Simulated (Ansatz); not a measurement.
The starting structures come from a database of crystals and need not be the phases stable at ambient conditions.

By LDA, the system below comes out a metal.

A figure of merit of an interconnect metal is its ballistic conductance per area.

```yaml
crystal:
  lattice:
    - [3.17906, 0.00000, 0.00000]
    - [0.00000, 4.49587, 0.00000]
    - [0.00000, 2.24793, 2.24793]
  atoms:
    - { symbol: Ti, position: [0.00000, 0.00000, 0.00000] }
    - { symbol: Al, position: [0.50000, 0.50000, 0.00000] }
```

Space group of this cell: Pm-3m, CsCl type. The cell is taken as given; by LDA its mean pressure is -5.9 GPa.

The current flows along the normal of the first two printed cell vectors, the (110) plane of the conventional cell. No spin-orbit coupling; the value is a mean over 0.1 eV about the Fermi level.

Estimate the ballistic conductance per area that LDA (Ansatz, a quantum-chemistry and plane-wave program) returns for this system.

0.90 × 10¹⁵ S/m² for both spins.
